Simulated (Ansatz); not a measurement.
CsPbCl3 (within 0.1 Å of Pm-3m, No. 221, 5 atoms in the cell; start mp-675022) was calculated with r²SCAN (Ansatz, a quantum-chemistry and plane-wave program, PAW).

Settings: plane-wave cutoff 560 eV, 6×6×6 k mesh, Fermi–Dirac smearing 0.01 eV, scalar-relativistic PAW data made under PBE.

Cell (relaxed with PBEsol):

```xyz
5
Lattice="3.9732 2.2939 3.2438 -3.9732 2.2939 3.2438 0.0000 -4.5878 3.2438" Properties=species:S:1:pos:R:3 pbc="T T T"
Cs     0.0000     0.0000     4.8657
Pb     0.0000     0.0000     0.0000
Cl     1.9859    -3.4397     4.8657
Cl     1.9859     3.4397     4.8657
Cl    -3.9718     0.0000     4.8657
```

**Question.** Estimate the band gap and direct gap at Γ that the calculation returns.

**Answer.** 
- band gap: 2.32 eV
- direct gap at Γ: 6.52 eV

Note: cell and atoms aren't relaxed at this level (pressure 0.8 GPa).

Spin–orbit coupling is not included; with these elements it can move the gap by several tenths of an eV or more.

The computed numbers hold no vibrational or temperature effects.

Computing time: very roughly 60 core-seconds.

A start named mp-… is a Materials Project structure, which need not be a measured phase.
